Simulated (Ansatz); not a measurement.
Take AlN in the zinc blende structure (space group F-43m, No. 216) as the base.

```yaml
crystal:
  lattice:
    - [0.00000, 2.18477, 2.18477]
    - [2.18477, 0.00000, 2.18477]
    - [2.18477, 2.18477, 0.00000]
  atoms:
    - { symbol: N, position: [0.75000, 0.75000, 0.75000] }
    - { symbol: Al, position: [0.00000, 0.00000, 0.00000] }
```

Cartesian axes are those of the cell as printed.

The values are results of r2SCAN (Ansatz, an electronic-structure program; PAW; 500 eV plane waves; no spin-orbit coupling), earlier PAW set, not measurements.

Free-standing slabs (2 atom(s) a layer) normal to [110] with 15 Å of vacuum; in-plane cell held at bulk.

One change was made to it. Results:

| quantity | base | after |
|---|---|---|
| band gap | 3.93 eV | 3.38 eV |
| smallest direct gap | 4.84 eV | 3.71 eV |
| excess energy per area of both faces (slab less bulk energy over the cell's area: twice a surface energy) | – | 4.05 J/m² |
| gap character | – | indirect, k = (0.182, 3/8, 0) in the run's primitive reciprocal basis → Γ |

### Question
What was done to the base?
(A) 3 layers
(B) 2 layers
(C) 6 layers
(D) 5 layers
(E) 4 layers

### Answer
B, 2 layers. For comparison, the band gap in the other runs: 6 layers gives 3.15 eV; 3 layers gives 2.08 eV; 5 layers gives 2.84 eV; 4 layers gives 3.01 eV.

Slab and bulk use different k-meshes, which limits the precision of the excess energy. No phonon test of stability was made. This is not the structure that AlN has at room temperature and ambient pressure. Labels are those of the standard path for the cell's own space group.
